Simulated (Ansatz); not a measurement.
We consider InSbO3 (model structure, started from the LiNbO3 type, R3c, No. 161, 10 atoms in the cell), described by PBEsol+SOC in Ansatz (plane waves, PAW).

Numerical settings: plane-wave cutoff 520 eV, 12×12×12 k mesh, Fermi–Dirac smearing 0.05 eV, PAW data made under PBE.

Cell (relaxed with PBEsol):

```yaml
crystal:
  lattice:
    - [2.94392, 1.69967, 5.00024]
    - [-2.94392, 1.69967, 5.00024]
    - [0.00000, -3.39934, 5.00024]
  atoms:
    - { symbol: In, position: [0.71462, 0.71462, 0.71462] }
    - { symbol: In, position: [0.21462, 0.21462, 0.21462] }
    - { symbol: Sb, position: [0.01265, 0.01265, 0.01265] }
    - { symbol: Sb, position: [0.51265, 0.51265, 0.51265] }
    - { symbol: O, position: [0.39208, 0.51876, 0.89479] }
    - { symbol: O, position: [0.51876, 0.89479, 0.39208] }
    - { symbol: O, position: [0.89479, 0.39208, 0.51876] }
    - { symbol: O, position: [0.39479, 0.01876, 0.89208] }
    - { symbol: O, position: [0.89208, 0.39479, 0.01876] }
    - { symbol: O, position: [0.01876, 0.89208, 0.39479] }
```

Problem. Give the computed band gap and direct gap at Γ.

Solution. 
- band gap = 2.99 eV (on the SCF k mesh)
- direct gap at Γ = 3.31 eV

Note: the relaxation could raise the start's symmetry but not lower it, so the cell can be a saddle point.

Static lattice: no zero-point or thermal effects.

The result took around 9 core-minutes (rough).

A model structure was made by putting elements into a prototype or built by hand; it is no filed structure, need not be a known phase, and can be a saddle point held by its symmetry.

Ansatz is a first-principles code.
